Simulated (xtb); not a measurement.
xtb 6.7.1, GFN2-xTB: Si(F)(Et)(OEt)2 (CCO[Si](F)(CC)OCC), 25 atoms. The geometry is a generated start, not checked to be a minimum at this level.

```yaml
run_flags: --grad
method: GFN2-xTB
"--acc": 1 (default)
"--etemp (K)": 300 (default)
basis_functions: 61
valence_electrons: 62
```

```xyz
25

C      3.2503    -1.7563    -0.3503
C      2.1589    -0.7199    -0.5712
O      1.3481    -0.6513     0.5753
Si     0.0366     0.2336     0.9026
F     -0.2418    -0.3225     2.3919
C      0.2752     2.1092     0.9096
C     -0.9871     2.8951     1.2616
O     -1.2454    -0.0325    -0.0413
C     -1.9461    -1.2325    -0.3028
C     -2.6727    -1.1139    -1.6334
H      2.8049    -2.7272    -0.1525
H      3.8578    -1.4744     0.5049
H      3.8811    -1.8245    -1.2325
H      1.5440    -0.9909    -1.4380
H      2.6016     0.2647    -0.7616
H      0.6410     2.4493    -0.0605
H      1.0551     2.3499     1.6334
H     -1.3627     2.5891     2.2341
H     -0.7785     3.9638     1.2903
H     -1.7633     2.7103     0.5241
H     -2.6600    -1.3953     0.5124
H     -1.2474    -2.0758    -0.3197
H     -1.9580    -0.9713    -2.4411
H     -3.2473    -2.0167    -1.8223
H     -3.3445    -0.2601    -1.6128
```

One run each on 1 thread. Values of broydamp tried: 0.02, 0.05, 0.1, 0.2, 0.4 (default), 0.6, 0.8, 1.

Predict the course of the SCC iterations along this series.

Fewest SCC iterations, within one of each other: 0.4 (default) with 12, 0.6 with 12, 0.8 with 12. The count rises to 19 at 0.02. All converge to one solution.

```json
[
 {"broydamp": "0.02", "SCC iterations": "19", "end": "same solution"},
 {"broydamp": "0.05", "SCC iterations": "17", "end": "same solution"},
 {"broydamp": "0.1", "SCC iterations": "16", "end": "same solution"},
 {"broydamp": "0.2", "SCC iterations": "14", "end": "same solution"},
 {"broydamp": "0.4 (default)", "SCC iterations": "12", "end": "same solution"},
 {"broydamp": "0.6", "SCC iterations": "12", "end": "same solution"},
 {"broydamp": "0.8", "SCC iterations": "12", "end": "same solution"},
 {"broydamp": "1", "SCC iterations": "14", "end": "same solution"}
]
```
